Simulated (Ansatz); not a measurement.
A series of runs on Hf₂InCu₂ (P4_2/mnm, 20 atoms in the cell)

```yaml
crystal:
  lattice:
    - [7.16054, 0.00000, 0.00000]
    - [0.00000, 7.16054, 0.00000]
    - [0.00000, 0.00000, 6.71603]
  atoms:
    - { symbol: Hf, position: [0.15009, 0.15009, 0.00000] }
    - { symbol: Hf, position: [0.84991, 0.84991, 0.00000] }
    - { symbol: Hf, position: [0.34991, 0.65009, 0.50000] }
    - { symbol: Hf, position: [0.65009, 0.34991, 0.50000] }
    - { symbol: Hf, position: [0.69287, 0.30713, 0.00000] }
    - { symbol: Hf, position: [0.30713, 0.69287, 0.00000] }
    - { symbol: Hf, position: [0.19287, 0.19287, 0.50000] }
    - { symbol: Hf, position: [0.80713, 0.80713, 0.50000] }
    - { symbol: In, position: [0.50000, 0.00000, 0.25000] }
    - { symbol: In, position: [0.50000, 0.00000, 0.75000] }
    - { symbol: In, position: [0.00000, 0.50000, 0.25000] }
    - { symbol: In, position: [0.00000, 0.50000, 0.75000] }
    - { symbol: Cu, position: [0.37673, 0.37673, 0.20152] }
    - { symbol: Cu, position: [0.62327, 0.62327, 0.79848] }
    - { symbol: Cu, position: [0.12327, 0.87673, 0.70152] }
    - { symbol: Cu, position: [0.87673, 0.12327, 0.29848] }
    - { symbol: Cu, position: [0.62327, 0.62327, 0.20152] }
    - { symbol: Cu, position: [0.37673, 0.37673, 0.79848] }
    - { symbol: Cu, position: [0.87673, 0.12327, 0.70152] }
    - { symbol: Cu, position: [0.12327, 0.87673, 0.29848] }
```

Base run A: LDA (PW92), default PAW files made with PBE (Ansatz, a quantum-chemistry and plane-wave program), self-consistent single point.

Its settings: kpoints.mp_grid.grid = 5 5 5; hamiltonian.xc = lda; hamiltonian.pseudopotentials = {kind: paw} (the program's default PAW files); scf.occupations.method = methfessel_paxton; scf.occupations.width = 0.1 eV.

The starting cell comes from a database of computed structures (which also holds hypothetical and non-ambient phases and stackings), without a prior relaxation at this level. Spin polarisation is off. In the base run, with a pressure of about -6 GPa the cell is away from its equilibrium volume at this level. Ansatz's pressure includes its estimate of the finite-basis (Pulay) stress.

Run A gave: pressure (GPa) -6.46; largest force (eV/Å) 0.071.

Runs:
- B: hamiltonian.xc: lda → pbesol [PBEsol]
- C: hamiltonian.xc: lda → blyp [BLYP]
- D: hamiltonian.xc: lda → r2scan [r2SCAN]

What does run D change against A?

The pressure goes from -6.46 to 0.54 GPa and the largest force goes from 0.071 to 0.114 eV/Å.

What does run B change against A?

The pressure goes from -6.46 to -2.03 GPa and the largest force goes from 0.071 to 0.142 eV/Å.

```csv
run,pressure (GPa),largest force (eV/Å)
A,-6.46,0.071
B,-2.03,0.142
C,8.96,0.310
D,0.54,0.114
```

Left out of this page: 2 runs of the series held back from this collection.

Keys are those of Ansatz 0.2.
